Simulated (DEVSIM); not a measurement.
System: abrupt Si p-n junction, at 400 K.

```tsv
layer (left to right)	material	thickness (μm)	Nd (cm⁻³)	Na (cm⁻³)	τn (s)	τp (s)
1	Si	44.0	-	1.2e15	0.00038	0.00038
2	Si	22.0	5.5e16	-	0.00038	0.00038
```

Left contact: ohmic. Right contact: ohmic. Voltage is applied to the left contact. Recombination: SRH at mid-gap. Mobility is constant in doping.

Constants are typed, rounded textbook-type inputs, not results; the design itself was drawn at random and stands for no fabricated device. Values at 300 K; Nc and Nv go as T^1.5, mobilities as T to minus their exponent, the gap by Varshni's rule with the affinity fixed.

```csv
parameter,Si
gap (eV),1.124
affinity (eV),4.05
permittivity,11.7
Nc (cm⁻³),2.86e19
Nv (cm⁻³),3.1e19
μn (cm²/Vs),1417
μp (cm²/Vs),470
T exponent of μn,2.3
T exponent of μp,2.2
Varshni α (eV/K),0.000473
Varshni β (K),636
```

Simulated with DEVSIM: 1D drift-diffusion, Boltzmann statistics, complete ionisation; no tunnelling, impact ionisation, image-force lowering or self-heating.

The thickness of layer 2 was swept, all else fixed.

```csv
thickness of layer 2 (μm),dark forward voltage at 100 A/cm² (V)
4.4,0.828
7.7,0.791
13,___
22,0.752
37,0.751
66,0.772
110,0.814
```

### Question
Complete the blanks.

### Answer

- 13, dark forward voltage at 100 A/cm² (V): 0.766
